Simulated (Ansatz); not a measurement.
# TaN: pressure series

Base system: TaN in the rock salt structure (space group Fm-3m, No. 225).

```xyz
2
Lattice="0.0000 2.2085 2.2085 2.2085 0.0000 2.2085 2.2085 2.2085 0.0000" Properties=species:S:1:pos:R:3 pbc="T T T"
N      0.0000     0.0000     0.0000
Ta     2.2085     2.2085     2.2085
```

Cell and atoms are relaxed at each pressure.

Calculations: PBE (Ansatz, a program for electronic structure, PAW, no SOC).

Notes on the quantities. enthalpy: H = E + PV relative to the base's energy.

```csv
change,density,enthalpy,shortest interatomic distance
base,15.03 g/cm³,–,2.209 Å
pressure −2 GPa,14.93 g/cm³,-0.13 eV/atom,___
pressure −1 GPa,14.98 g/cm³,-0.07 eV/atom,2.211 Å
pressure 0.3 GPa,15.04 g/cm³,+0.02 eV/atom,2.208 Å
pressure 0.7 GPa,___,+0.05 eV/atom,2.207 Å
pressure 1.5 GPa,15.09 g/cm³,+0.10 eV/atom,2.205 Å
pressure 3 GPa,15.16 g/cm³,+0.20 eV/atom,2.202 Å
pressure 5 GPa,15.25 g/cm³,+0.33 eV/atom,2.198 Å
pressure 7.5 GPa,15.36 g/cm³,+0.50 eV/atom,2.193 Å
pressure 10 GPa,15.46 g/cm³,+0.66 eV/atom,2.188 Å
```

Complete the table.


- pressure −2 GPa, shortest interatomic distance: 2.213 Å
- pressure 0.7 GPa, density: 15.06 g/cm³

Load acts through the strain it causes; cell and atoms are relaxed under it. No phonon test of stability was made. Competing high-pressure phases were not computed. All final runs are without spin polarisation. This is not the structure that TaN has at room temperature and ambient pressure.
